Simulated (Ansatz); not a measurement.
Al on the 1x1 (111) surface of fcc Pt, one in a 2x2 cell, started at the site 'hollow Pt-Pt-Pt over Pt at depth 2.3 Å'

Computed with PBE (plane waves to 420 eV, PAW; Ansatz, a first-principles code).

Slab: 17 atoms, 6.9 Å thick at the start under the adsorbate (thin: gaps and levels are the slab's own); k 6x6x1, smearing 0.1 eV, dipole-corrected; 8 atoms held, the rest relaxed; symmetry of the start imposed; no spin, no spin-orbit, no U, no dispersion correction. At the end it is bonded to 3 Pt. In PBE it is, or lies within 0.03 eV of, the lowest of the starts that converged.

The adsorption energy against an atom of fcc Al comes out as -1.24 eV. The work function of the top face is 4.27 eV. The change of the work function comes out as -1.41 eV and the change of the step from the bottom to the top vacuum level, against the clean slab is -1.40 eV. The energy released by relaxation is 0.30 eV and the height of the binding atom over the mean of the host atoms within 0.3 Å of the top one is 1.787 Å. The nearest host atoms of the binding atom is Pt at 2.43 Å, Pt at 2.43 Å, Pt at 2.43 Å, the largest move of a host atom is 0.09 Å and the cost is about 6 core-minutes (a rough figure).

A negative adsorption energy means that the adsorbate is more stable on the surface than in its reference.
